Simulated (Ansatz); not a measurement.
The starting structures come from a database of crystals and need not be the phases stable at ambient conditions.

Inside the gap of an insulator the Bloch states are evanescent, with a wavenumber k + iκ along the transport direction.

Data:

```yaml
crystal:
  lattice:
    - [3.82886, 0.00000, 0.00000]
    - [-1.91443, 5.35268, 0.00000]
    - [0.00000, 0.00000, 12.67273]
  atoms:
    - { symbol: Si, position: [0.75727, 0.51454, 0.94511] }
    - { symbol: Si, position: [0.24273, 0.48546, 0.05489] }
    - { symbol: Si, position: [0.24273, 0.48546, 0.44511] }
    - { symbol: Si, position: [0.75727, 0.51454, 0.55489] }
    - { symbol: Si, position: [0.42869, 0.85738, 0.15727] }
    - { symbol: Si, position: [0.57131, 0.14262, 0.84273] }
    - { symbol: Si, position: [0.57131, 0.14262, 0.65727] }
    - { symbol: Si, position: [0.42869, 0.85738, 0.34273] }
    - { symbol: Si, position: [0.97127, 0.94254, 0.90937] }
    - { symbol: Si, position: [0.02873, 0.05746, 0.09063] }
    - { symbol: Si, position: [0.02873, 0.05746, 0.40937] }
    - { symbol: Si, position: [0.97127, 0.94254, 0.59063] }
```

Space group of this cell: Cmcm. The cell is taken as given; by LDA its mean pressure is -1.8 GPa.

Transport runs along the normal of the first two printed cell vectors.

The gap is the functional's own. No spin-orbit coupling. Mid-gap values are interpolated on the energy grid.

Question: Give the band gap and the smallest decay constant κ at mid-gap that LDA (Ansatz, an electronic-structure program) yields.

Answer: Gap 0.40 eV on a 8×8×4 mesh; κ = 0.134 1/Å, at the zone centre.
